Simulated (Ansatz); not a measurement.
Ti (P6/mmm, No. 191, 3 atoms in the cell; start mp-72; another form than the element's usual one) was calculated with r²SCAN (Ansatz, an electronic-structure program, PAW).

Settings: plane-wave cutoff 560 eV, 18×18×20 k mesh (along the axes of the cell as run), Fermi–Dirac smearing 0.05 eV, no spin polarisation, scalar-relativistic PAW data made under PBE.

Cell (relaxed at this level):

```
CELL_PARAMETERS angstrom
      4.56773     0.00000     0.00000
     -2.28386     3.95577     0.00000
      0.00000     0.00000     2.82505
ATOMIC_POSITIONS crystal
  Ti 0.00000 0.00000 0.00000
  Ti 0.33333 0.66667 0.50000
  Ti 0.66667 0.33333 0.50000
```

### Question
What does this level give for the bulk modulus B0?

### Answer

- bulk modulus B0: 118 GPa

Note: the run has no spin polarisation, so it can have missed a magnetic state; the bulk modulus is −V dP/dV from two relaxed cells at ±2 % in volume; the relaxation could not lower the start's symmetry, so the cell can be a saddle point above a distorted one.

The computed numbers hold no vibrational or temperature effects.

A start named mp-… is a Materials Project structure, which need not be a measured phase.
